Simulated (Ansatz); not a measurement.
Crystal: GaN (F-43m, zinc blende, 2 atoms a cell, 11.4 Å³ an atom); both levels run on this one cell.

Complex bands along the normal of (111) by Ansatz (plane waves, PAW, no spin-orbit coupling). r2SCAN gives a gap of 2.13 eV and a slowest mid-gap decay of 0.146 1/Å.

Question: What does PBE give on the same cell, and what does that do to the current through 2 nm?

Answer: Gap 1.72 eV, κ = 0.127 1/Å. The mid-gap transmission through 2 nm changes by exp(2 × 20 × (0.146 − 0.127)) = a factor of 2.1 against r2SCAN.

Ansatz is a first-principles code.
